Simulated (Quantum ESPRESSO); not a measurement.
## Quick settings and what they miss: CaCd2Au4 (I4/mmm, 7 atoms in the cell)

Self-consistent single point.

```
CELL_PARAMETERS angstrom
     -3.66637     3.66637     2.83841
      3.66637    -3.66637     2.83841
      3.66637     3.66637    -2.83841
ATOMIC_POSITIONS crystal
  Ca 0.00000 0.00000 0.00000
  Cd 0.25000 0.75000 0.50000
  Cd 0.75000 0.25000 0.50000
  Au 0.30365 0.30365 0.60730
  Au 0.69635 0.69635 0.39270
  Au 0.30365 0.69635 0.00000
  Au 0.69635 0.30365 0.00000
```

Method: PBEsol, GBRV 1.5 ultrasoft (PBESOL) pseudopotentials (plane waves; Quantum ESPRESSO 7.5).

Base settings: ecutwfc = 40 Ry; ecutrho = 320 Ry; occupations = smearing; smearing = gauss; degauss = 0.0099958 Ry; potentials = {Ca: ca_pbesol_v1.uspp.F.UPF, Cd: cd_pbesol_v1.uspp.F.UPF, Au: au_pbesol_v1.uspp.F.UPF}; K_POINTS = automatic 6 6 6 0 0 0; conv_thr = 1e-11 Ry; mixing_beta = 0.5.

Tight run (finer mesh or higher cutoff; not a proven limit): ecutwfc: 40 Ry → 56 Ry; ecutrho: 320 Ry → 448 Ry; conv_thr: 1e-11 Ry → 7.3e-11 Ry; K_POINTS: automatic 6 6 6 0 0 0 → automatic 9 9 9 0 0 0. It gave Fermi level (on the code's own zero) 11.19 eV; pressure -8.28 GPa; largest force (vector length) 0.092 eV/Å.

Quick runs, as changes from the base:
- A: the base itself
- B: ecutwfc: 40 Ry → 28 Ry; ecutrho: 320 Ry → 224 Ry; degauss: 0.0099958 Ry → 0.019992 Ry; conv_thr: 1e-11 Ry → 7.3e-06 Ry; K_POINTS: automatic 6 6 6 0 0 0 → automatic 4 4 4 1 1 1
- C: pseudopotentials: {Ca: ca_pbesol_v1.uspp.F.UPF, Cd: cd_pbesol_v1.uspp.F.UPF, Au: au_pbesol_v1.uspp.F.UPF} → {Ca: ca_lda_v1.uspp.F.UPF, Cd: cd_lda_v1.uspp.F.UPF, Au: au_lda_v1.uspp.F.UPF}; K_POINTS: automatic 6 6 6 0 0 0 → automatic 4 4 4 0 0 0 [LDA (PZ)]
- D: ecutwfc: 40 Ry → 24 Ry; ecutrho: 320 Ry → 192 Ry; smearing: gauss → mp; K_POINTS: automatic 6 6 6 0 0 0 → automatic 3 3 3 1 1 1
- E: ecutwfc: 40 Ry → 28 Ry; ecutrho: 320 Ry → 224 Ry; K_POINTS: automatic 6 6 6 0 0 0 → automatic 8 8 8 1 1 1
- F: ecutwfc: 40 Ry → 20 Ry; ecutrho: 320 Ry → 160 Ry; smearing: gauss → cold; degauss: 0.0099958 Ry → 0.036749 Ry; K_POINTS: automatic 6 6 6 0 0 0 → automatic 2 2 2 0 0 0

Energies are extrapolated to zero smearing width, which holds to low order in the width alone (under cold and Methfessel-Paxton smearing the free energy itself is taken).

Dashes: pressure of B, not trusted under this conv_thr with d or f elements; energy of C, another energy zero.

† marks runs with another functional, U, potentials or spin treatment: their distance from the tight run is not a convergence error alone.

The count of work is k-points × plane waves × bands × iterations; it is no time. Core times come from one kind of shared machine and are given to one figure; runs under 30 s give none.

The starting cell comes from a database of computed structures (which also holds hypothetical and non-ambient phases and stackings), without a prior relaxation at this level. Its lattice was rescaled by a random factor within 2.5 % of one. In the base run, with a pressure of about -8 GPa the cell is away from its equilibrium volume at this level.

```
run  energy less tight (meV/atom)  pressure less tight (GPa)  largest miss in a force vector (eV/Å)  count of work / tight  core time / tight (rough)
---  ----------------------------  -------------------------  -------------------------------------  ---------------------  -------------------------
A                             9.0                       0.34                                  0.018                   0.24                        0.3
B                            47.5                          –                                  0.022                  0.028                       0.07
C†                              –                      -2.75                                  0.021                   0.10                        0.2
D                           111.1                      -5.00                                  0.112                  0.022                       0.07
E                            35.6                       0.45                                  0.009                   0.32                        0.3
F                           902.0                     -42.65                                  0.096                  0.012                       0.05
```

Among the runs at the tight run's level, the energy misses run from 9.0 to 902.0 meV/atom.
